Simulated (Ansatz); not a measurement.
Consider BN in the h-BN type structure (space group P6_3/mmc, No. 194; a = 2.506 Å, c = 6.616 Å; layered, stacked along the Cartesian z axis). Axes: x lies along a and z along c of the hexagonal cell.

Method: PBE-D3(BJ) (Ansatz, an electronic-structure program; PAW; 420 eV plane waves; no spin-orbit coupling), earlier PAW set.

Before the change:

```
Item                            Result
-----------------------------  -------
Band gap                       4.24 eV
Width of the top valence band  3.22 eV
```

The change: uniaxial strain ε_zz = −2.46 %, all other strain components held at zero; the atoms relax in the strained cell.

Question: What does the calculation give for the band gap after the change?

Answer: The band gap drops by 0.05 eV to 4.19 eV.

Question: How does this affect the stress?

Answer: The stress (xx, yy, zz, yz, xz, xy; compression positive) is (-0.05, -0.05, 0.83, 0.00, 0.00, 0.00) GPa.

Question: What happens to the width of the top valence band?

Answer: The width of the top valence band is nearly the same (3.22 eV against 3.23 eV).

Question: What does the calculation give for the energy relative to the base after the change?

Answer: The energy rises by 0.5 meV/atom.

Stability against distortions was not tested.
